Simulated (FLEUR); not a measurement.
Band structure of YbZn (Pm-3m, 2 atoms in the cell).

```yaml
crystal:
  lattice:
    - [3.61177, 0.00000, 0.00000]
    - [0.00000, 3.61177, 0.00000]
    - [0.00000, 0.00000, 3.61177]
  atoms:
    - { symbol: Yb, position: [0.00000, 0.00000, 0.00000] }
    - { symbol: Zn, position: [0.50000, 0.50000, 0.50000] }
```

Method of the run: PBEsol, all-electron FLAPW (FLEUR), scalar-relativistic valence run with FLEUR.

Settings: Kmax = 3.8 1/bohr; GmaxXC = 15.2 1/bohr; xcFunctional = PBEs; jspins = 1; l_soc = F; mode = hist; fermiSmearingEnergy = 0.00367493 Htr; mesh (inpgen div1-3) = 12 12 12; inpgen gamma flag = true; Gmax = 15.2 1/bohr; numbands = 0; maxIterBroyd = 15; imix = Anderson; alpha = 0.05.

The starting cell comes from a database of computed structures (which also holds hypothetical and non-ambient phases and stackings), without a prior relaxation at this level. Spin-orbit coupling is off. Spin polarisation is off. Values depend on the basis (sphere radii, cutoffs, local orbitals), which need not be converged.

Levels in eV from the Fermi level, bands 15 to 22:
```
point     15     16     17     18     19    20    21    22
-----  -----  -----  -----  -----  -----  ----  ----  ----
Γ      -0.53  -0.53  -0.49   1.05   1.05  4.82  4.82  4.82
X      -0.51  -0.49  -0.45  -0.45   1.66  2.40  2.40  6.14
M      -0.53  -0.46  -0.45   0.08   0.08  0.54  4.15  4.15
R      -0.52  -0.52  -0.47  -0.47  -0.47  0.27  5.21  5.21
```
